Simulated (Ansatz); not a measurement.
Results of PBEsol (Ansatz, a quantum-chemistry and plane-wave program, plane waves, PAW) for InAs (Fm-3m, No. 225, 2 atoms in the cell; start mp-21391; a measured phase of this formula has another space group).

Run with plane-wave cutoff 520 eV, 16×16×16 k mesh, Fermi–Dirac smearing 0.05 eV, scalar-relativistic PAW data made under PBE.

Cell (relaxed at this level):

```cif
data_AsIn
_chemical_formula_sum 'In1 As1'
_space_group_name_H-M_alt 'P 1'
_space_group_IT_number 1
_cell_length_a 3.99757
_cell_length_b 3.99757
_cell_length_c 3.99757
_cell_angle_alpha 60.000
_cell_angle_beta 60.000
_cell_angle_gamma 60.000
loop_
_space_group_symop_operation_xyz
  'x, y, z'
loop_
_atom_site_label
_atom_site_type_symbol
_atom_site_fract_x
_atom_site_fract_y
_atom_site_fract_z
_atom_site_occupancy
In1 In 0.50000 0.50000 0.50000 1
As1 As 0.00000 0.00000 0.00000 1
```

Estimate the bulk modulus B0 that the calculation returns.


- bulk modulus B0: 71.3 GPa

The run finds no gap.

Note: the bulk modulus is −V dP/dV from two relaxed cells at ±2 % in volume; the relaxation could not lower the start's symmetry, so the cell can be a saddle point above a distorted one.

Spin–orbit coupling is not included; it can open a gap where bands touch, and shift volumes and moduli.

A start named mp-… is a Materials Project structure, which need not be a measured phase.
